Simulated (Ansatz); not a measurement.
Functionals compared on a constructed model of the (111) surface of fcc Pd, a pseudomorphic layer of Al in the host's stacking (bottom of the slab: a bare face, its two planes held), in Ansatz (plane waves, PAW). The structure was relaxed with PBE; the other rows are single points on it. Cutoff 420 eV (500 eV for r2SCAN).

Model: 7-atom slab, 13.6 Å thick at the start, 15x15x1 mesh, Fermi-Dirac 0.1 eV, dipole correction, 2 atoms held, the rest relaxed; symmetry of the start imposed; no spin, no spin-orbit, no U. It is one candidate, not shown to be the stable structure of the face. These notes are the PBE run's.

| functional | work function of the top face (eV) | rough cost of the single point |
|---|---|---|
| PBE | 4.48 | – |
| RPBE | … | about 40 core-seconds (a rough figure) |
| r2SCAN | 4.53 | around 90 core-seconds (rough) |

Task: Some entries are withheld; supply them.

Result: 
- RPBE, work function of the top face (eV): 4.40

Ansatz is a program for electronic structure.
